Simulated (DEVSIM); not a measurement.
Device: Schottky contact on n-type Si, at 300 K.

Layer 1 from the left is Si, thickness (μm) 11.0, Nd (cm⁻³) 5.4e16, τn (s) 5.3e-6, τp (s) 5.3e-6.

Left contact: Schottky, work function 4.57 eV, emission velocity 1.8e6 cm/s. Right contact: ohmic. Voltage is applied to the left contact. Recombination: SRH at mid-gap. Mobility is constant in doping.

The device is made up for the run: typed textbook-type constants, with dimensions and the other settings drawn at random. Values at 300 K.

Si: gap (eV) 1.124, affinity (eV) 4.05, permittivity 11.7, Nc (cm⁻³) 2.86e19, Nv (cm⁻³) 3.1e19, μn (cm²/Vs) 1417, μp (cm²/Vs) 470.

Model (solved in DEVSIM): 1D drift-diffusion, Boltzmann statistics, complete ionisation; no tunnelling, impact ionisation, image-force lowering or self-heating. Metal contacts follow the ideal Schottky-Mott rule: no Fermi-level pinning, no interface dipoles.

Dark forward current:

```
|V| (V)  |J| (A/cm²)
-------  -----------
0.05         0.08797
0.10          0.6935
0.15           4.800
0.20           30.32
0.25           141.7
0.30           398.9
0.35           766.8
0.40            1195
0.45            1658
0.50            2141
```

Q: Work out the local ideality factor n = ΔV / (kT/q · ln(J2/J1)) between the rows 0.15 and 0.20 V, 0.45 and 0.50 V.

A: kT/q = 25.85 mV. From 0.15 to 0.20 V: ln(30.32/4.800) = 1.843, n = 1.05, near the 1 of diffusion or emission over a barrier. From 0.45 to 0.50 V: ln(2141/1658) = 0.256, n = 7.57; the layers' resistance at their doping, Σ W/(qμN) = 9.0e-5 Ω cm², would take 43 mV of this step of 50 mV.

Q: Estimate the current at 0.15 V for emission alone, J0 = q v N_band exp(−φB/kT), and read the barrier back from the simulated current.

A: φB = 0.520 eV, N_band = 2.86e19 cm⁻³, J0 = 0.0151 A/cm²; J = J0 (exp(qV/kT) − 1) = 5.00 A/cm². The simulation gives 4.80 A/cm²; the estimate lies 4.1 % above. Read backwards, the simulated current gives an apparent barrier of 0.521 eV. The estimate leaves out transport through the depletion region and minority injection.
